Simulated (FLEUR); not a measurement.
Equation of state of bcc Ta (space group 229): energy against volume (FLEUR, LDA)

```yaml
crystal:
  lattice:
    - [-1.58583, 1.58583, 1.58583]
    - [1.58583, -1.58583, 1.58583]
    - [1.58583, 1.58583, -1.58583]
  atoms:
    - { symbol: Ta, position: [0.00000, 0.00000, 0.00000] }
```

Computed with FLEUR with LDA (Perdew-Zunger), all-electron FLAPW (FLEUR), scalar-relativistic valence. Settings: Kmax = 4.9 1/bohr; GmaxXC = 17.2 1/bohr; xcFunctional = pz; jspins = 1; l_soc = F; mode = hist; fermiSmearingEnergy = 0.00183747 Htr; mesh (inpgen div1-3) = 25 25 25; inpgen gamma flag = false; Gmax = 17.2 1/bohr; numbands = 0; maxIterBroyd = 40; imix = Anderson; alpha = 0.05; precondParam = 0; minDistance = 1e-05 me/bohr^3. The cell above is the first row's. The rows scale it uniformly. In all rows the k mesh is held. E is the free energy at the stated smearing, counted from the lowest row.

```csv
V (Å^3/atom),E (meV/atom)
15.952,71.57
16.299,36.31
16.646,13.39
16.993,1.65
17.340,0.00
17.686,7.46
18.033,23.15
18.380,46.29
18.727,?
```

The 8 complete rows are fitted with the third-order Birch-Murnaghan form, a cubic in V^(-2/3), E against V. With u = V^(-2/3) - 0.150, the rows have u = 0.007806, 0.005558, 0.003389, 0.001293, -0.000732, -0.002685, -0.004581, -0.006417. Least squares gives E = -0.494 + 160.19·u + 1161697·u² + 71039·u³. Residuals (row less fit): -0.007, 0.015, -0.004, -0.005, -0.011, 0.011, 0.006, -0.006; standard error 0.012 (degrees of freedom: 4). Its minimum lies at u = -0.000069, so V0 = (0.149931)^(-3/2) = 17.23. There d²E/du² = 2323000 and d³E/du³ = 426200, so B0 = (4/9) × 17.23^(-7/3) × 2323000 × 0.160218 = 216 GPa (the last factor turns the table's units into GPa), and B0' = 4 + (2/3) × 0.149931 × (426200)/2323000 = 4.0.

### Question
What does the fit predict for E at V = 18.727, and how far is the calculated value from it?

### Answer
u = -0.008196, so E = -0.494 + 160.19 × (-0.008196) + 1161697 × (-0.008196)² + 71039 × (-0.008196)³ = 76.190 meV/atom. The calculation gives 76.23 meV/atom, 0.040 meV/atom above the prediction (0.1 % of the range of E in the table). The row lies outside the fitted rows, so this is an extrapolation. From the scatter of the fitted rows alone, a prediction at this place has a standard error of 0.030 meV/atom, so the miss is 1.3 times that.

Carrying the step between the two nearest rows on in a straight line would have given 69.43, off by 6.80; series whose last step already gives the withheld value aren't shown. The scan was laid around a cell of about the measured size, scaled by a guess for this functional. Spin polarisation is off. Values depend on the basis (sphere radii, cutoffs, local orbitals), which need not be converged. Spin-orbit coupling is off. Cutoffs and mesh are single choices, not tested for convergence of this quantity. Series with a scatter that would blur these digits, or in which a gap closes, are not shown. Nor are scans whose minimum lies at an end fitted in this form.
